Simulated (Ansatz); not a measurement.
Consider C in the diamond structure (space group Fd-3m, No. 227; a = 3.5538 Å).

One thing is altered: cell and atoms relaxed at a pressure of 7 GPa.

Levels (all Ansatz, an electronic-structure program, PAW): PBEsol (420 eV, no spin-orbit coupling); r2SCAN (500 eV, spin-orbit coupling left out); HSE06 (420 eV, scalar-relativistic without spin-orbit coupling).

At the geometry relaxed with PBEsol, these levels gave the following band gaps, in shuffled order: (a) 4.41 eV, (b) 4.07 eV, (c) 5.35 eV.

**Question.** Match each gap to its level.

**Answer.** (a) r2SCAN; (b) PBEsol; (c) HSE06.

Single points use the geometry relaxed with PBEsol. The hybrid gap comes from the SCF mesh plus the semilocal run's edge points and a few special points and is an upper bound. Load acts through the strain it causes; cell and atoms are relaxed under it. Whether these cells are dynamically stable was not tested. No other phases were tried under pressure.
